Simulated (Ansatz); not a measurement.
We consider SiC3 (model structure, P-4m2, No. 115, 4 atoms in the cell), described by LDA (Ansatz, a quantum-chemistry and plane-wave program, plane waves, PAW).

Numerical settings: plane-wave cutoff 520 eV, 12×12×8 k mesh (along the axes of the cell as run), Fermi–Dirac smearing 0.01 eV, scalar-relativistic PAW data made under PBE.

Cell (relaxed at this level):

```
CELL_PARAMETERS angstrom
      2.76474     0.00000     0.00000
      0.00000     2.76474     0.00000
      0.00000     0.00000     4.07045
ATOMIC_POSITIONS crystal
  C  0.00000 0.00000 0.00000
  C  0.00000 0.50000 0.78961
  Si 0.50000 0.50000 0.50000
  C  0.50000 0.00000 0.21039
```

What does this level give for the band gap and bulk modulus B0?


* **band gap**: 1.21 eV (on the SCF k mesh)
* **bulk modulus B0**: 301 GPa

Note: the bulk modulus is −V dP/dV from two relaxed cells at ±2 % in volume; the relaxation could raise the start's symmetry but not lower it, so the cell can be a saddle point.

The computed numbers hold no vibrational or temperature effects.

A model structure was made by putting elements into a prototype or built by hand; it is no filed structure, need not be a known phase, and can be a saddle point held by its symmetry.
